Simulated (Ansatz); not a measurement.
System: cubic perovskite KNiF3. Method: PBEsol (hard PAW; Ansatz, a quantum-chemistry and plane-wave program).

Numerical settings: plane-wave cutoff 1050 eV, 8×8×8 k mesh, Fermi–Dirac smearing 0.05 eV, ferromagnetic start, spin-polarised with parallel moments.

Cell (relaxed at this level):

KNiF₃ is modelled in the cubic space group Pm-3m (No. 221), the cubic perovskite structure, Pearson symbol cP5. Lattice parameters: a = 4.002 Å, b = 4.002 Å, c = 4.002 Å, α = 90.00°, β = 90.00°, γ = 90.00°. K on 1a has 12 F at 2.830 Å (cuboctahedral). Ni on 1b is coordinated by 6 F at 2.001 Å (octahedral). F on 3c sees 2 Ni at 2.001 Å and 4 K at 2.830 Å (octahedral). (Neighbours: up to the widest gap in distance over summed covalent radii, below 1.35, at either atom; cation-cation and far metal-metal contacts left out.)
(The calculation used a cell of 10 atoms; values per cell refer to that cell.)

Predict the band gap.


band gap: 0.46 eV (on the SCF k mesh)

Note: the magnetic order was assumed, not searched for or taken from measurement.

Computed values are for the static lattice.

It cost roughly 22 core-minutes of CPU time.
